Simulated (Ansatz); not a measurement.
We consider 1T (CdI2-type) MgI2, described by G0W0@HSE06 (plane waves, hard PAW, contour deformation; Ansatz, an electronic-structure program).

The same calculation (at the measured cell, 34.177 Å³/atom) with different numerical settings; throughout: k mesh 3×3×2:

```tsv
run	response cutoff (eV)	empty bands	quasiparticle gap on the mesh (eV)	quasiparticle gap at Γ (eV)	rough time
1	100	428	5.730	5.730	10 core-min
2	150	786	5.761	5.761	30 core-min
3	200	1210	5.767	5.767	60 core-min
4	250	1691	5.768	5.768	2 core-h
5	300	2222	5.770	5.770	3 core-h
```

In the column quasiparticle gap on the mesh (eV) the first row differs from the last by -0.040 and the next to last by -0.002.

The last row is no converged limit: other settings stay fixed.

Spin–orbit coupling is not included.

Note: GW on a hybrid start was not checked against another program.
